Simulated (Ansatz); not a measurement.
## Be₃N₂ (P6₃/mmc, No. 194, 10 atoms in the cell; start mp-6977; a measured phase of this formula has another space group)

Calculation: HSE06 (Ansatz, a first-principles code, PAW).

Run with plane-wave cutoff 500 eV, 12×12×2 k mesh (along the axes of the cell as run), gaussian smearing 0.02 eV, scalar-relativistic PAW data made under PBE.

Cell (relaxed with r²SCAN):

```yaml
crystal:
  lattice:
    - [2.83637, 0.00000, 0.00000]
    - [-1.41819, 2.45637, 0.00000]
    - [0.00000, 0.00000, 9.72725]
  atoms:
    - { symbol: Be, position: [0.33333, 0.66667, 0.07822] }
    - { symbol: Be, position: [0.66667, 0.33333, 0.92178] }
    - { symbol: Be, position: [0.66667, 0.33333, 0.57822] }
    - { symbol: Be, position: [0.33333, 0.66667, 0.42178] }
    - { symbol: Be, position: [0.00000, 0.00000, 0.25000] }
    - { symbol: Be, position: [0.00000, 0.00000, 0.75000] }
    - { symbol: N, position: [0.00000, 0.00000, 0.00000] }
    - { symbol: N, position: [0.00000, 0.00000, 0.50000] }
    - { symbol: N, position: [0.33333, 0.66667, 0.25000] }
    - { symbol: N, position: [0.66667, 0.33333, 0.75000] }
```

```
Quantity                       Result
--------  ---------------------------
band gap  4.64 eV (on the SCF k mesh)
```

Note: cell and atoms aren't relaxed at this level (pressure -1.9 GPa).

Static lattice: no zero-point or thermal effects.

Cost on a shared machine: around 4 core-minutes (rough).

A start named mp-… is a Materials Project structure, which need not be a measured phase.
